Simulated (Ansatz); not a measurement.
H on the 1x1 (110) surface of bcc Mo, one in a 2x2 cell: adsorption energies (eV for each) against ½ H2(g) in Ansatz (plane waves, PAW). Structures relaxed with PBE; the other functionals are single points on them, with slab and gas at the same level. No dispersion, zero-point or thermal terms. Rows are starts at which the adsorbate stayed.

Slab: 17 atoms, 6.5 Å thick at the start under the adsorbate (thin: gaps and levels are the slab's own); k 6x6x1, smearing 0.1 eV, dipole-corrected; 8 atoms held, the rest relaxed; each run with such symmetry as its start has; no spin, no spin-orbit, no U, no dispersion correction.

| site | PBE | RPBE | r2SCAN |
|---|---|---|---|
| top Mo | 0.00 | 0.09 | -0.03 |
| hollow Mo-Mo-Mo | -0.75 | -0.62 | -0.82 |
| bridge Mo-Mo (span 2.7 Å) | -0.64 | -0.52 | -0.70 |
| bridge Mo-Mo (span 3.2 Å) | -0.59 | -0.46 | -0.66 |

RPBE moves the energies by 0.12 eV on average against PBE and puts 'hollow Mo-Mo-Mo' lowest, as PBE does. r2SCAN moves the energies by -0.06 eV on average against PBE and puts 'hollow Mo-Mo-Mo' lowest, as PBE does.

Ansatz is an electronic-structure program.
